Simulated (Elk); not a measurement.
**Convergence study of the k-point mesh at a smearing width of 0.3 eV for Na (Im-3m, 1 atom in the cell)**

```xyz
1
Lattice="-2.1406 2.1406 2.1406 2.1406 -2.1406 2.1406 2.1406 2.1406 -2.1406" Properties=species:S:1:pos:R:3 pbc="T T T"
Na     0.0000     0.0000     0.0000
```

Computed with Elk with PBE, all-electron FP-LAPW, Elk's shipped species files, default APW+lo basis.

Base settings: xctype = 20; rgkmax = 7; stype = 3; swidth = 0.00367493 Ha; ngridk = 11 11 11.

In this ladder: swidth = 0.0110248 Ha.

Only quantities that move along the ladder and can be compared are tabulated.

The starting cell has typed, rounded lattice constants, without a prior relaxation at this level. Its lattice was rescaled by up to half a per cent. Values depend on the basis (sphere radii, cutoffs, local orbitals), which need not be converged.

Steps (ngridk): 4 4 4; 5 5 5; 6 6 6; 7 7 7; 8 8 8; 10 10 10; 12 12 12; 14 14 14; 17 17 17; 21 21 21; 26 26 26.

### Question
What is the coarsest ngridk that holds the free energy within 5 meV/atom of the last step, with all finer ones?

### Answer
6 6 6; the step before is off by 6.8 meV/atom.

```csv
ngridk,free energy less the last step's (meV/atom)
4 4 4,31.42
5 5 5,-6.76
6 6 6,3.81
7 7 7,-1.76
8 8 8,0.65
10 10 10,0.09
12 12 12,-0.09
14 14 14,-0.17
17 17 17,-0.09
21 21 21,-0.05
26 26 26,0.00
```
